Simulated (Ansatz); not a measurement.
The starting structures come from a database of crystals and need not be the phases stable at ambient conditions.

 Where the default PAW files enter, the runs use the earlier of Ansatz's two default sets.

Tunnelling through a barrier is set by its complex band structure: the current falls as exp(−2κd) with the smallest κ.

Consider the following.

```yaml
crystal:
  lattice:
    - [5.57583, 0.00000, 0.00000]
    - [0.00000, 5.57583, 0.00000]
    - [2.78791, -2.78791, 5.12299]
  atoms:
    - { symbol: Al, position: [0.75000, 0.75000, 0.50000] }
    - { symbol: Al, position: [0.50000, 0.50000, 0.00000] }
    - { symbol: Hg, position: [0.00000, 0.00000, 0.00000] }
    - { symbol: S, position: [0.85464, 0.59746, 0.72928] }
    - { symbol: S, position: [0.59746, 0.41608, 0.27072] }
    - { symbol: S, position: [0.41608, 0.13182, 0.72928] }
    - { symbol: S, position: [0.13182, 0.85464, 0.27072] }
```

Space group of this cell: I-4. The cell is taken as given; by PBEsol its mean pressure is -0.6 GPa.

Transport runs along the normal of the first two printed cell vectors, the (001) plane of the conventional cell.

The gap is the functional's own. No spin-orbit coupling. Mid-gap values are interpolated on the energy grid.

Problem. Give the band gap and the smallest decay constant κ at mid-gap that PBEsol (Ansatz, an electronic-structure program) yields.

Solution. Gap 2.01 eV on a 6×6×6 mesh; κ = 0.214 1/Å, at the zone centre.
